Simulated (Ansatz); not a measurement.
Levels about the gap of amorphous Sn$_{12}$Sb$_{12}$S$_{36}$ (60 atoms in a cell of 1531 Å³, 4.38 g/cm³; zone centre alone, so wide bands show as single levels with stretches between that a denser mesh fills), at the geometry that PBE-D3(BJ) relaxed, where it gives 0.0 GPa on a denser mesh. The participation number counts the atoms over which a state spreads; weights are charges in smoothed Voronoi cells. The levels come from a single point, so bond lengths are those of that geometry. Method of the levels: PBE-D3(BJ), scalar-relativistic without spin-orbit coupling (Ansatz, an electronic-structure program). Sampling: the zone centre alone; Fermi-Dirac width 0.05 eV; no spin polarisation.

Preparation: random packing, a CHGNet melt and quench, and a DFT relaxation. The hot cell started wider than the set density and was brought back towards it in steps. It is the lowest in DFT energy of 3 quenches. It is a model cell: composition and starting density were chosen by hand, and all elements were melted together. The geometry includes D3(BJ) dispersion. Its density started from a set value of 3.92 and ended at 4.38 g/cm³. Cooling (nominally 79 K/ps over its main leg) ran many orders faster than in experiment, which tends to leave more defects and strain. One small periodic cell is one sample of the glass; other quenches scatter about these values. Volume and shape were free in the relaxation.

```tsv
E - E(highest filled), eV	filling	participation number	largest on	weight S	weight Sb	weight Sn
-0.32	filled	35.0	S, 2 neighbours	0.70	0.09	0.21
-0.27	filled	31.2	S, 2 neighbours	0.77	0.10	0.13
-0.23	filled	31.1	S, 3 neighbours	0.76	0.14	0.09
-0.17	filled	32.4	S, 2 neighbours	0.71	0.11	0.18
-0.13	filled	24.7	Sn, 4 neighbours	0.69	0.10	0.20
-0.06	filled	29.5	S, 3 neighbours	0.74	0.16	0.10
0.00	filled	27.5	Sn, 5 neighbours	0.67	0.09	0.24
1.09	empty	26.9	Sn, 6 neighbours	0.57	0.20	0.23
1.31	empty	31.3	Sb, 3 neighbours	0.46	0.37	0.16
1.41	empty	37.8	Sb, 3 neighbours	0.51	0.28	0.21
1.54	empty	44.9	Sn, 3 neighbours	0.48	0.28	0.24
1.57	empty	37.3	Sn, 4 neighbours	0.54	0.25	0.21
1.70	empty	41.0	Sb, 5 neighbours	0.50	0.33	0.17
1.77	empty	37.8	Sb, 3 neighbours	0.51	0.32	0.17
```

Most localised among these is the filled level at -0.13 eV, on a Sn atom, which has 4 neighbours (S 2.61 Å, S 2.68 Å, S 2.74 Å, S 2.98 Å).
